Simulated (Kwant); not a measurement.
System: wire with a row of barriers in a GaAs two-dimensional gas. Effective mass 0.067 mₑ, grid spacing 8.3 nm, hard walls, nominal width 200 nm (25 grid rows, so walls 215.8 nm apart), one parabolic valley, scattering region 830 nm long along x; energies count from the band bottom; Fermi energy swept from 0.00011225 to 0.0013329 eV. 4 barrier(s) across the wire, height 0.0025 eV, thickness 33.2 nm (about 4 grid columns), spaced by 99.6 nm.

The device is made up for the run: typed textbook-type constants, with dimensions and the other settings drawn at random.

Computed with Kwant: effective-mass tight-binding model on a square grid, one spin, coherent transport at 0 K. Conductance is in e²/h.

**Question.** How many channels do the leads carry at E = 0.634, 0.995, 1.28 meV?

**Answer.** The hard-wall thresholds are n² ħ²π²/(2mW²) = n² × 0.121 meV with W = 215.8 nm. √(0.634/0.121) = 2.29, so 2. √(0.995/0.121) = 2.87, so 2. √(1.28/0.121) = 3.26, so 3.
